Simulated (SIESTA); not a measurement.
One base run on K2YTlF6 (P1, 10 atoms in the cell) and variants with one or two settings moved

```
K2YTlF6
1.0
    0.00000     4.82390     4.82390
    4.82390     0.00000     4.82390
    4.82390     4.82390     0.00000
K Y Tl F
2 1 1 6
Cartesian
  7.22238   7.24727   7.14924
  2.34301   2.41200   2.39018
 -0.02013   0.02144   0.00444
  4.78119   4.79485   4.86446
  2.18942   4.77616   4.72100
  7.55081   4.78950   4.81120
  4.79135   2.26328   4.91148
  4.90729   7.46272   4.86546
  4.84047   4.78137   2.29240
  4.80932   4.86652   7.40524
```

Base run A: GGA PBEsol, numerical atomic orbitals DZP, PseudoDojo PBEsol standard norm-conserving potentials (rewritten from UPF to PSML) (SIESTA), self-consistent single point.

Its settings: XC.functional = GGA; XC.authors = PBEsol; potentials = PseudoDojo PBEsol standard; PAO.BasisSize = DZP; PAO.EnergyShift = 0.005 Ry; MeshCutoff = 400 Ry; kgrid.MonkhorstPack = 3 3 3 shifted by 0.5 0.5 0.5; OccupationFunction = FD; ElectronicTemperature = 10 K; MaxSCFIterations = 150; SCF.Mixer.Method = Pulay; SCF.Mixer.Weight = 0.1; SCF.Mixer.History = 8; SCF.DM.Tolerance = 1.0E-05.

The starting cell comes from a database of computed structures (which also holds hypothetical and non-ambient phases and stackings), without a prior relaxation at this level. Its atoms were displaced at random from the sites of space group no. 225. Spin-orbit coupling is off. Values carry the incompleteness of an atom-centred basis. The basis of the alkali or alkaline-earth atoms may lack their empty d shell, which can raise the gap. In the base run, forces exceed 1 eV/Å. The shifted mesh does not hold Γ, so a gap read on it misses any band edge there.

ΔF is the free energy per atom less that of run A. A dash stands where there is no value to compare (another energy zero or no entropy term, no result, no spin, no clean gap, or a mesh too coarse for one). 

Runs B sample the zone with one or two k-points, far too few for so small a cell.

Run A gave: pressure (GPa) -2.42; largest force (eV/Å) 1.133; gap on the mesh (eV) 4.319; k-points 18.

Runs:
- B: kgrid.MonkhorstPack = 1 1 1 shifted by 0.5 0.5 0.5
- C: kgrid.MonkhorstPack = 2 2 2 shifted by 0.5 0.5 0.5

What does run C change against A?

The free energy stays essentially unchanged (within 1 meV/atom), the pressure stays at -2.42 GPa, the largest force hardly changes (1.133 to 1.131 eV/Å) and the gap on the mesh goes from 4.319 to 4.610 eV.

| run | ΔF (meV/atom) | pressure (GPa) | largest force (eV/Å) | gap on the mesh (eV) | k-points |
|---|---|---|---|---|---|
| A | 0.00 | -2.42 | 1.133 | 4.319 | 18 |
| B | 29.0 | -1.95 | 1.195 | – | 1 |
| C | -0.67 | -2.42 | 1.131 | 4.610 | 4 |
